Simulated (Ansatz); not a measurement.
The starting structures come from a database of crystals and need not be the phases stable at ambient conditions.

The decay constant κ of evanescent states in the gap governs leakage through a thin film.

Here is the system:

```xyz
10
Lattice="6.3225 0.0000 0.0000 0.0890 8.8839 0.0000 -3.1167 4.4420 3.1447" Properties=species:S:1:pos:R:3 pbc="T T T"
Ba     6.2962     2.2088     0.0000
Ba     0.1153     6.6751     0.0000
La     3.1613     0.0000     0.0000
Bi     3.2058     4.4420     0.0000
O      1.7119     4.7959     1.5031
O      1.5829     8.5300     1.6416
O      4.6996     4.0880     1.5031
O     -1.4049     9.2378     1.6416
O      3.6803     6.5442     0.0000
O      2.7312     2.3398     0.0000
```

Space group of this cell: C2/m. The cell is taken as given; by r2SCAN its mean pressure is -3.8 GPa.

Transport runs along the normal of the first two printed cell vectors.

The gap is the functional's own. No spin-orbit coupling. Mid-gap values are interpolated on the energy grid.

Q: Compute, with r2SCAN in Ansatz (a program for electronic structure), the band gap and the smallest decay constant κ at mid-gap.

A: Gap 2.24 eV on a 10×10×10 mesh; κ = 0.290 1/Å, at the zone centre.
